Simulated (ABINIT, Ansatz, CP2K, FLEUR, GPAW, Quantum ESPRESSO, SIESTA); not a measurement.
## One structure in several programs: WSe2 (P6_3/mmc, 6 atoms in the cell)

Self-consistent single point.

```
CELL_PARAMETERS angstrom
      3.32259     0.00000     0.00000
     -1.66129     2.87744     0.00000
      0.00000     0.00000    13.74818
ATOMIC_POSITIONS crystal
  W  0.66667 0.33333 0.75000
  W  0.33333 0.66667 0.25000
  Se 0.33333 0.66667 0.87100
  Se 0.66667 0.33333 0.12900
  Se 0.66667 0.33333 0.37100
  Se 0.33333 0.66667 0.62900
```

Shared settings, as Ansatz (a first-principles code) writes them: kpoints.mp_grid.grid = 6 6 2; scf.occupations.method = fixed. Potentials and cutoffs stand in the table.

```
code                                                                                                                                      model  pressure (GPa)  largest force (eV/Å)  gap on the mesh (eV)           cutoff
----------------  -----------------------------------------------------------------------------------------------------------------------------  --------------  --------------------  --------------------  ---------------
CP2K                                                                 PBEsol, GPW, DZVP-MOLOPT-SR-GTH basis, GTH-PBE potentials (GTH_POTENTIALS)           -1.17                 0.132                 1.195      grid 500 Ry
ABINIT                                                           PBEsol, norm-conserving pseudopotentials (PseudoDojo nc-sr-04 PBEsol standard)           -2.97                 0.112                 1.186            43 Ha
GPAW                                                                                      PBEsol, GPAW PAW datasets PBEsol (made by gpaw-setup)           -3.12                 0.126                 1.186           550 eV
SIESTA            GGA PBEsol, numerical atomic orbitals DZP, PseudoDojo PBEsol standard norm-conserving potentials (rewritten from UPF to PSML)            2.38                 0.982                 1.226      grid 350 Ry
Ansatz                                                                                                          PBEsol, PAW files made with PBE           -3.12                 0.129                 1.193           420 eV
Quantum ESPRESSO                                                                           PBEsol, GBRV 1.5 ultrasoft (PBESOL) pseudopotentials           -3.84                 0.098                 1.190            40 Ry
FLEUR                                                                           PBEsol, all-electron FLAPW (FLEUR), scalar-relativistic valence               –                 0.059                 1.213  Kmax 3.6 1/bohr
```

A dash marks a value that a program does not give, or that is left out as unsure.

Gaps are read on the mesh.

On Ansatz's run: spin-orbit coupling is off.

The spread over the programs that give each value: pressure within 6.22 GPa; largest force within 0.923 eV/Å; gap on the mesh within 0.040 eV.

CP2K and SIESTA use small atom-centred bases, whose incompleteness enters pressures, forces and empty levels differently from a plane-wave cutoff. FLEUR treats all electrons, but the usual bases taken here (sphere radii, linearisation, local orbitals, empty states) were not tested for convergence, so the values are no reference for the others. Ansatz's pressure is given at a fixed set of plane waves, as the other plane-wave codes print theirs; with its correction for the finite basis it is -3.09 GPa. In the pressure, CP2K (by 1.96) and SIESTA (by 5.50) lie more than 1 GPa from the median of the plane-wave programs. In the force vectors, CP2K (by 0.251), SIESTA (by 1.101) and FLEUR (by 0.178) lie more than 0.08 eV/Å from the median of the plane-wave programs.

The starting cell comes from a database of computed structures (which also holds hypothetical and non-ambient phases and stackings), without a prior relaxation at this level. Its lattice was rescaled by a random factor within 2.5 % of one.

Keys are those of Ansatz 0.2.
